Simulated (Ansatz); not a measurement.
**Al2Cu, pressure series**

Take Al$_{2}$Cu (space group Fm-3m, No. 225; a = 5.727 Å; a cell from a computed database, its experimental status unchecked) as the base.

Cell and atoms are relaxed at each pressure.

Calculations: Kohn–Sham DFT with the PBEsol functional, run in Ansatz (a first-principles code) with PAW and 420 eV plane waves, no spin-orbit coupling.

Notes on the quantities. enthalpy: H = E + PV relative to the base's energy.

| case | enthalpy | density | shortest interatomic distance |
|---|---|---|---|
| base | – | 4.16 g/cm³ | 2.480 Å |
| pressure −2 GPa | -0.20 eV/atom | 4.07 g/cm³ | 2.496 Å |
| pressure −1 GPa | -0.10 eV/atom | 4.12 g/cm³ | 2.488 Å |
| pressure 0.3 GPa | +0.03 eV/atom | 4.17 g/cm³ | 2.477 Å |
| pressure 0.7 GPa | +0.07 eV/atom | 4.18 g/cm³ | 2.474 Å |
| pressure 1.5 GPa | +0.15 eV/atom | 4.21 g/cm³ | 2.468 Å |
| pressure 3 GPa | +0.29 eV/atom | 4.27 g/cm³ | 2.457 Å |
| pressure 5 GPa | +0.48 eV/atom | 4.34 g/cm³ | 2.444 Å |
| pressure 7.5 GPa | +0.71 eV/atom | 4.42 g/cm³ | 2.428 Å |
| pressure 10 GPa | +0.94 eV/atom | 4.50 g/cm³ | 2.414 Å |

Load acts through the strain it causes; cell and atoms are relaxed under it. Whether these cells are dynamically stable was not tested. Competing high-pressure phases were not computed. The base started in I4/mmm and relaxed to Fm-3m at this level. The final runs are not spin-polarised.
